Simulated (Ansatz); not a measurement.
What pressure 5 GPa does to CsPbCl3

Take CsPbCl3 in the cubic perovskite structure (space group Pm-3m, No. 221; a = 5.6731 Å) as the base.

Modification: a hydrostatic pressure of 5 GPa.

Calculations: r2SCAN (Ansatz, a program for electronic structure), no SOC. k-mesh 6×6×6 (Γ-centred); smearing 0.05 eV (Fermi–Dirac).

The volume per atom falls by 4.88 Å³ to 31.64 Å³ and the density grows by 0.63 g/cm³ to 4.69 g/cm³. The lattice parameter a decreases by 0.265 Å, from 5.673 Å to 5.408 Å and the shortest interatomic distance decreases by 0.1324 Å (2.837 Å → 2.704 Å). The enthalpy H = E + PV relative to the base's energy comes out as +1.05 eV/atom and the band gap drops by 0.77 eV to 1.69 eV. The gap character stays direct at R and the width of the top valence band grows by 1.252 eV to 3.72 eV. The electron mass (degenerate bands, along [100]) becomes 0.092, 0.72, 0.72 mₑ (at R) (base: 0.12, 0.88, 0.88 mₑ (at R)) and the hole mass goes from 0.21 mₑ (at R) to 0.13 mₑ (at R). The valley order (the lowest conduction-band minima on the path, energy above the VBM, named in the base's zone) goes from R along ⟨111⟩ 2.46 eV; Γ 3.99 eV to R along ⟨111⟩ 1.69 eV; Γ 3.12 eV.

Final structure:

```yaml
crystal:
  lattice:
    - [5.40837, 0.00000, 0.00000]
    - [0.00000, 5.40837, 0.00000]
    - [0.00000, 0.00000, 5.40837]
  atoms:
    - { symbol: Cs, position: [0.00000, 0.00000, 0.00000] }
    - { symbol: Pb, position: [0.50000, 0.50000, 0.50000] }
    - { symbol: Cl, position: [0.00000, 0.50000, 0.50000] }
    - { symbol: Cl, position: [0.50000, 0.50000, 0.00000] }
    - { symbol: Cl, position: [0.50000, 0.00000, 0.50000] }
```

With Pb present, leaving out spin-orbit coupling can change the band edges. Load acts through the strain it causes; cell and atoms are relaxed under it. Effective masses come from finite differences of ±0.01 Å⁻¹. No phonon test of stability was made. Competing high-pressure phases were not computed. Many cubic perovskites are stable only at high temperature; tilts and polar distortions were not tested. This is not the structure that CsPbCl3 has at room temperature and ambient pressure.
